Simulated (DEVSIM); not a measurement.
# GaAs p-n junction from an implanted or diffused profile

System: GaAs p-n junction from an implanted or diffused profile, at 300 K.

```tsv
layer (left to right)	material	thickness (μm)	Nd (cm⁻³)	τn (s)	τp (s)
1	GaAs	12.0	1.7e16	2.7e-9	2.7e-9
```

Added acceptor profile: 7.8e17 cm⁻³ × exp(−(x − 0 μm)²/(2·(0.084 μm)²)). Left contact: ohmic. Right contact: ohmic. Voltage is applied to the left contact. Recombination: SRH at mid-gap, radiative. Mobility is μmin + (μ − μmin)/(1 + (N/Nref)^α).

This is a model device: material constants are rounded textbook-type values typed into the input, and sizes, dopings and lifetimes were drawn at random. Values at 300 K.

```tsv
parameter	GaAs
gap (eV)	1.424
affinity (eV)	4.07
permittivity	12.9
Nc (cm⁻³)	4.7e17
Nv (cm⁻³)	9e18
μn (cm²/Vs)	8500
μp (cm²/Vs)	400
μn,min	500
μp,min	20
Nref,n	6e16
Nref,p	1.5e17
αn	0.39
αp	0.38
B (cm³/s)	2e-10
```

DEVSIM, 1D drift-diffusion, Boltzmann statistics, complete ionisation; no tunnelling, impact ionisation, image-force lowering or self-heating.

```yaml
potential_step_across_the_device_at_zero_bias: 1.274 V
Dark forward voltage at 1 A/cm²: 1.008 V
Dark forward voltage at 100 A/cm²: 1.139 V
```

Dark reverse current:

```csv
V (V),J (A/cm²)
-0.20,-2.9e-10
-0.50,-5.9e-10
-1.00,-1.0e-9
-1.50,-1.4e-9
-2.00,-1.7e-9
-3.00,-2.3e-9
-4.00,-2.7e-9
-5.00,-3.2e-9
-6.50,-3.8e-9
-8.00,-4.3e-9
-10.00,-4.9e-9
```

Small-signal capacitance in reverse bias (quasi-static):

| V (V) | C (nF/cm²) |
|---|---|
| -0.2 | 30.6 |
| -0.5 | 27.9 |
| -1 | 24.7 |
| -1.5 | 22.4 |
| -2 | 20.7 |
| -3 | 18.1 |
| -4 | 16.4 |
| -5 | 15.1 |
| -6.5 | 13.6 |
| -8 | 12.4 |
| -10 | 11.3 |
